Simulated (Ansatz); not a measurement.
# BaHfO₃ in the cubic perovskite structure (space group Pm-3m, No. 221)

```xyz
5
Lattice="4.1575 0.0000 0.0000 0.0000 4.1575 0.0000 0.0000 0.0000 4.1575" Properties=species:S:1:pos:R:3 pbc="T T T"
Ba     2.0788     2.0788     2.0788
Hf     0.0000     0.0000     0.0000
O      0.0000     2.0788     0.0000
O      2.0788     0.0000     0.0000
O      0.0000     0.0000     2.0788
```

Level of theory: PBEsol (Ansatz, a first-principles code; PAW; 420 eV plane waves; without spin-orbit coupling). k-mesh 8×8×8 (Γ-centred); smearing 0.05 eV (Fermi–Dirac).

- Volume per atom = 14.37 Å³
- Density = 8.41 g/cm³
- Band gap = 3.58 eV, indirect, R → Γ
- Electron mass (degenerate bands, along [100]) = 0.33, 0.33, 2.2 mₑ
- Lowest conduction-band minima above the VBM = Γ 3.58 eV
- Total energy = -4630.524 eV/atom (σ→0; compares only within this code and set-up)

With Hf present, leaving out spin-orbit coupling can change the band edges. Masses are band curvatures over ±0.01 Å⁻¹ around the edge. Whether these cells are dynamically stable was not tested. The base started in P4mm and relaxed to Pm-3m at this level.
